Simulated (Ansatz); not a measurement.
Where the default PAW files enter, the runs use the earlier of Ansatz's two default sets.

The decay constant κ of evanescent states in the gap governs leakage through a thin film.

Input:

```
CELL_PARAMETERS angstrom
      4.33735     0.00000     0.00000
     -2.16868     3.75626     0.00000
      2.16868     1.25209     3.54143
ATOMIC_POSITIONS crystal
  Pb 0.00000 0.00000 0.00000
  Se 0.00000 0.50000 0.50000
```

Space group of this cell: Fm-3m, rock salt. The cell was relaxed by PBE-D3(BJ); by r2SCAN its mean pressure is 1.1 GPa.

Transport runs along the normal of the first two printed cell vectors, the (111) plane of the conventional cell.

The gap is the functional's own, uncorrected, and κ follows it; spin-orbit coupling is left out. Mid-gap means the computed energy nearest the middle.

Problem. Compute, with r2SCAN in Ansatz (a quantum-chemistry and plane-wave program), the band gap and the smallest decay constant κ at mid-gap.

Solution. Gap 0.60 eV on a 10×10×10 mesh; κ = 0.084 1/Å, at (0.500, 0.000) of the in-plane reciprocal vectors. At the zone centre the slowest state has κ = 0.09 1/Å.
